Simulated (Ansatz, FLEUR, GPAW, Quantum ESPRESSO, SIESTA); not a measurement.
One structure in several programs: NaMgNiO2 (R3m, 5 atoms in the cell)

Self-consistent single point.

```yaml
crystal:
  lattice:
    - [1.56379, 0.90285, 7.86718]
    - [-1.56379, 0.90285, 7.86718]
    - [0.00000, -1.80571, 7.86718]
  atoms:
    - { symbol: Na, position: [0.46957, 0.46957, 0.46957] }
    - { symbol: Mg, position: [0.90736, 0.90736, 0.90736] }
    - { symbol: Ni, position: [0.03370, 0.03370, 0.03370], spin: 2.0 }
    - { symbol: O, position: [0.20879, 0.20879, 0.20879] }
    - { symbol: O, position: [0.73771, 0.73771, 0.73771] }
```
(The spins are starting values, not results.)

Shared settings, as Ansatz (a first-principles code) writes them: kpoints.mp_grid.grid = 3 3 3; scf.occupations.method = fermi_dirac; scf.occupations.width = 0.1 eV. Potentials and cutoffs stand in the table.

| code | model | pressure (GPa) | largest force (eV/Å) | size of the net moment (μB/atom) | cutoff |
|---|---|---|---|---|---|
| GPAW | LDA (Perdew-Wang 92), GPAW PAW datasets LDA (gpaw-data 1.0.1) | – | 0.943 | 0.22 | 900 eV |
| FLEUR | LDA (Perdew-Zunger), all-electron FLAPW (FLEUR), scalar-relativistic valence | – | 1.055 | 0.22 | Kmax 4.3 1/bohr |
| Quantum ESPRESSO | LDA (PZ), GBRV 1.5 ultrasoft (LDA) pseudopotentials | -9.88 | 1.034 | 0.23 | 50 Ry |
| SIESTA | LDA PW92, numerical atomic orbitals TZP, PseudoDojo LDA standard norm-conserving potentials (rewritten from UPF to PSML) | -13.85 | 0.967 | 0.23 | grid 350 Ry |
| Ansatz | LDA (PW92), PAW files made with PBE | -10.45 | 1.033 | 0.22 | 420 eV |

Size of the force on each atom (eV/Å): Sizes of forces hide their directions.

```csv
code,Na1,Mg2,Ni3,O4,O5
GPAW,0.195,0.044,0.763,0.326,0.943
FLEUR,0.230,0.005,0.948,0.343,1.055
Quantum ESPRESSO,0.203,0.032,0.866,0.339,1.034
SIESTA,0.180,0.223,0.839,0.086,0.967
Ansatz,0.216,0.006,0.906,0.338,1.033
```

A dash marks a value that a program does not give, or that is left out as unsure.

On Ansatz's run: with one magnetic atom in the cell only a parallel order is possible.

The spread over the programs that give each value: pressure within 3.97 GPa; largest force within 0.112 eV/Å; size of the net moment within 0.01 μB/atom.

SIESTA uses small atom-centred bases, whose incompleteness enters pressures, forces and empty levels differently from a plane-wave cutoff. FLEUR treats all electrons, but the usual bases taken here (sphere radii, linearisation, local orbitals, empty states) were not tested for convergence, so the values are no reference for the others. Ansatz's pressure is given at a fixed set of plane waves, as the other plane-wave codes print theirs; with its correction for the finite basis it is -10.12 GPa (the shift of 0.33 GPa shows how far the cutoff is from converged). The pressure of GPAW is left out: its cutoff lies under the one at which its stress was checked. The same LDA comes in different parametrisations, which differ slightly. In the pressure, SIESTA (by 3.69) lies more than 1 GPa from the median of the plane-wave programs. In the force vectors, GPAW (by 0.103), FLEUR (by 0.082) and SIESTA (by 0.252) lie more than 0.08 eV/Å from the median of the plane-wave programs.

On the base mesh (6 6 6) the same programs gave: Ansatz pressure -10.53 GPa; Quantum ESPRESSO pressure -9.93 GPa; SIESTA pressure -13.46 GPa.

The starting cell comes from a database of computed structures (which also holds hypothetical and non-ambient phases and stackings), without a prior relaxation at this level.

Keys are those of Ansatz 0.2.
